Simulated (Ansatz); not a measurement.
Consider the following.

```yaml
crystal:
  lattice:
    - [3.80610, 0.00000, 0.00000]
    - [-1.90305, 3.29618, 0.00000]
    - [0.00000, 0.00000, 6.17730]
  atoms:
    - { symbol: Zn, position: [0.66667, 0.33333, 0.00070] }
    - { symbol: Zn, position: [0.33333, 0.66667, 0.50070] }
    - { symbol: S, position: [0.66667, 0.33333, 0.62450] }
    - { symbol: S, position: [0.33333, 0.66667, 0.12450] }
```

No spin polarisation.

All numbers come from Ansatz (a first-principles code) r2SCAN, without spin-orbit coupling. k-mesh 10×10×6 (Γ-centred); smearing 0.05 eV (Fermi–Dirac).

Q: Predict the valence-band top at Γ, gap character, stress and band gap.

A: 
- Valence-band top at Γ (three highest levels, from the VBM): 0.00, 0.00, -0.03 eV
- Gap character: direct at Γ
- Stress (xx, yy, zz, yz, xz, xy; compression positive): (0.50, 0.50, 1.69, 0.00, 0.00, 0.00) GPa
- Band gap: 2.86 eV

The cells carry an imposed strain or load. Whether these cells are dynamically stable was not tested. The cell was made from ZnS in the wurtzite structure (space group P6_3mc, No. 186) by this change: uniaxial strain ε_zz = −1.08 %.
